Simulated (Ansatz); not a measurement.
# Response to strain in MgTe

Start from MgTe in the zinc blende structure (space group F-43m, No. 216; a = 6.438 Å). Axes: x, y, z lie along the cube axes.

Strains are applied to the cell and any free atomic positions relax; under biaxial strain the out-of-plane vector relaxes too; under stress the whole cell relaxes.

All numbers come from PBEsol/PAW in Ansatz (an electronic-structure program), no spin-orbit coupling, earlier PAW set.

Candidates:
(a) strain tensor (xx, yy, zz, yz, xz, xy) = (−3.00, −0.82, +0.16, +0.76, +0.65, +0.59) %
(b) biaxial strain +1.32 %, plane normal [001], relaxed out of plane
(c) uniaxial stress, 3 GPa tension along x

Before the change:

```
Property   Result
--------  -------
Band gap  2.35 eV
```

Order them by band gap, highest first.

(a) strain tensor (xx, yy, zz, yz, xz, xy) = (−3.00, −0.82, +0.16, +0.76, +0.65, +0.59) % (2.42 eV), (b) biaxial strain +1.32 %, plane normal [001], relaxed out of plane (2.26 eV), (c) uniaxial stress, 3 GPa tension along x (1.94 eV)

With Te present, leaving out spin-orbit coupling can change the band edges. Stability under load was not tested beyond the relaxation.
